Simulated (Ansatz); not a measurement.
Structures of equal composition on the (111) surface of fcc Al: a pseudomorphic layer of Pd in the host's stacking; a pseudomorphic layer of Pd in the other hollow. The slabs share one bottom face, and each structure is named by its start. These are constructed structures in small cells; real faces may alloy, dewet or reconstruct in larger ones, and not all known structures of the face are among them. Slabs of about 12 Å, Fermi-Dirac smearing of 0.1 eV. Bottom of the slabs: a bare face, its two planes held. Relaxed from the named starts with such symmetry as they have, on meshes of like density; energies extrapolated to zero smearing; spin only where a row says so; no spin-orbit coupling, no U. Brackets mark spin-polarised runs, whose order is one that fits the cell.

The numbers are results of PBE (plane waves to 420 eV, PAW; Ansatz, a program for electronic structure), not measurements.

Q: Put the candidates in order of energy per 1x1 cell, lowest first, for PBE.

A: a pseudomorphic layer of Pd in the host's stacking (0.000 eV), a pseudomorphic layer of Pd in the other hollow (0.022 eV)
